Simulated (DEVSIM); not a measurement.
System: abrupt Si n-p junction, at 300 K.

Layer 1 from the left is Si, thickness (μm) 41.0, Nd (cm⁻³) 7.3e15, τn (s) 1.7e-5, τp (s) 1.7e-5. Layer 2 from the left is Si, thickness (μm) 18.0, Na (cm⁻³) 1.9e14, τn (s) 1.7e-5, τp (s) 1.7e-5.

Left contact: ohmic. Right contact: ohmic. Voltage is applied to the left contact. Recombination: SRH at mid-gap, radiative. Mobility is μmin + (μ − μmin)/(1 + (N/Nref)^α).

The device is made up for the run: typed textbook-type constants, with dimensions and the other settings drawn at random. Values at 300 K.

Si: gap (eV) 1.124, affinity (eV) 4.05, permittivity 11.7, Nc (cm⁻³) 2.86e19, Nv (cm⁻³) 3.1e19, μn (cm²/Vs) 1417, μp (cm²/Vs) 470, μn,min 52, μp,min 45, Nref,n 9.7e16, Nref,p 2.2e17, αn 0.68, αp 0.72, B (cm³/s) 4.7e-15.

Question: Estimate by hand the built-in potential, the peak field at zero bias, the capacitance at 1.5 V, and compare with a numerical solution.

Answer: 
- Built-in potential: ni = √(Nc Nv) exp(−Eg/2kT) = 1.08e10 cm⁻³ with Eg = 1.124 eV; Vbi = kT/q ln(Na Nd/ni²) = 0.600 V; numerical 0.600 V.
- Peak field at zero bias: depletion approximation: W = √(2εVbi/(qN)) = 2.05 μm with N = 1.85e14 cm⁻³; field = 2Vbi/W = 5860 V/cm; numerical 6630 V/cm (estimate below by 12 %).
- Capacitance at 1.5 V: C = √(qεN / 2(Vbi + |V|)) = 2.71 nF/cm²; numerical 2.74 nF/cm² (estimate below by 1.3 %).

DEVSIM, 1D drift-diffusion, Boltzmann statistics, complete ionisation; no tunnelling, impact ionisation, image-force lowering or self-heating.
